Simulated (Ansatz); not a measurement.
We consider LaZnNO (model structure, started from the LaZnOP type, P4/nmm, No. 129, 8 atoms in the cell), described by r²SCAN (PAW; Ansatz, a quantum-chemistry and plane-wave program).

Numerical settings: plane-wave cutoff 560 eV, 8×8×4 k mesh (along the axes of the cell as run), Fermi–Dirac smearing 0.01 eV, scalar-relativistic PAW data made under PBE.

Cell (relaxed at this level):

```
CELL_PARAMETERS angstrom
      3.79239     0.00000     0.00000
      0.00000     3.79239     0.00000
      0.00000     0.00000     8.13869
ATOMIC_POSITIONS crystal
  La 0.00000 0.50000 0.83588
  La 0.50000 0.00000 0.16412
  Zn 0.00000 0.00000 0.50000
  Zn 0.50000 0.50000 0.50000
  N  0.50000 0.00000 0.62467
  N  0.00000 0.50000 0.37533
  O  0.50000 0.50000 0.00000
  O  0.00000 0.00000 0.00000
```

Estimate the band gap and bulk modulus that the calculation returns.


band gap: 2.05 eV (on the SCF k mesh)
bulk modulus: 99.8 GPa

Note: the bulk modulus is −V dP/dV from two relaxed cells at ±2 % in volume; the relaxation could raise the start's symmetry but not lower it, so the cell can be a saddle point.

Spin–orbit coupling is not included.

Computed values are for the static lattice.

The result took around 11 core-minutes (rough).

A model structure was made by putting elements into a prototype or built by hand; it is no filed structure, need not be a known phase, and can be a saddle point held by its symmetry.
